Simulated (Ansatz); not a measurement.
AlAs (F-43m), HSE06 with spin-orbit coupling, rigid bands (Ansatz, an electronic-structure program): N_c = 1.64e19 cm⁻³ at 300 K and an electron conductivity mass of 0.320 mₑ.

Problem. For 1e16 electrons per cm³ at 300 K, place the Fermi level, estimate the Seebeck coefficient of a parabolic band with constant τ, and give mobility and conductivity for τ = 10 fs.

Solution. The level lies k_BT ln(N_c/n) = 0.191 eV below the conduction-band minimum. S ≈ −(k_B/e)[ln(N_c/n) + 5/2] = -853 μV/K, against -851 μV/K from the full bands (mean over directions). μ = eτ/m = 55.0 cm²/(V·s) and σ = neμ = 0.0881 S/cm. τ is assumed, not computed.

Band transport and this doping are assumed; polarons and phonon drag are left out. Geometry: cell and atoms relaxed with PBEsol.
